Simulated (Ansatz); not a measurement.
Start from Lu in the hcp (Mg type) structure (space group P6_3/mmc, No. 194; a = 3.4432 Å, c = 5.3669 Å; relaxed with 0.1 eV smearing). Axes: x lies along a and z along c of the hexagonal cell.

Method: Ansatz (an electronic-structure program) PBEsol, no SOC.

Strains are applied to the cell and any free atomic positions relax.

One change was made to it. Results:

```csv
quantity,base,after
energy relative to the base (free energy F),0 meV/atom,+0.4 meV/atom
band gap,zero,zero
```

Problem. Which of these changes matches the shifts?
(A) tensor shear ε_xz = +0.57 %
(B) tensor shear ε_xz = +1.71 %
(C) tensor shear ε_xz = +1.43 %
(D) tensor shear ε_xz = +2.00 %

Solution. A, tensor shear ε_xz = +0.57 %. For comparison, the energy relative to the base in the other runs: tensor shear ε_xz = +2.00 % gives +4.6 meV/atom; tensor shear ε_xz = +1.71 % gives +3.4 meV/atom; tensor shear ε_xz = +1.43 % gives +2.4 meV/atom.

Whether these cells are dynamically stable was not tested.
